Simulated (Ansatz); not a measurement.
The parent structure is GaAs in the zinc blende structure (space group F-43m, No. 216; a = 5.667 Å).

Method: Kohn–Sham DFT with the r2SCAN functional, run in Ansatz (an electronic-structure program) with PAW and 500 eV plane waves, no SOC.

Before the change:

| Property | Value |
|---|---|
| Band gap | 0.96 eV |
| Lattice parameter a | 5.667 Å |
| Hole mass | 0.050, 0.34, 0.34 mₑ (at Γ) |

Perturbation: a negative pressure, −1 GPa.

**Question.** Predict the new band gap, lattice parameter a and hole mass.

**Answer.** The band gap shrinks by 0.11 eV, from 0.96 eV to 0.85 eV; the lattice parameter a increases by 0.027 Å, from 5.667 Å to 5.694 Å; the hole mass (degenerate bands, along [100]) becomes 0.045, 0.35, 0.35 mₑ (at Γ) (base: 0.050, 0.34, 0.34 mₑ (at Γ)).

Load acts through the strain it causes; cell and atoms are relaxed under it. Effective masses come from finite differences of ±0.01 Å⁻¹. No phonon test of stability was made.
